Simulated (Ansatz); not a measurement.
Start from BAs in the zinc blende structure (space group F-43m, No. 216; a = 4.784 Å).

Now apply this change: full substitution As → Br; the structure is relaxed again.

Levels (all Ansatz, a quantum-chemistry and plane-wave program, PAW): r2SCAN (500 eV, without spin-orbit coupling); HSE06+SOC (420 eV, spin-orbit coupling included).

The geometry is relaxed with r2SCAN.

r2SCAN band gap: 1.07 eV

With HSE06+SOC at the same geometry, the band gap increases by 0.43 eV (1.07 eV → 1.50 eV).

Single points use the geometry relaxed with r2SCAN. HSE06 was sampled on its mesh, a few special points and the semilocal edge points, so its gap is an upper bound. The spin-orbit shifts are approximate. Whether these cells are dynamically stable was not tested. As relaxed here, BBr is a hypothetical phase, not in the database extracts checked.
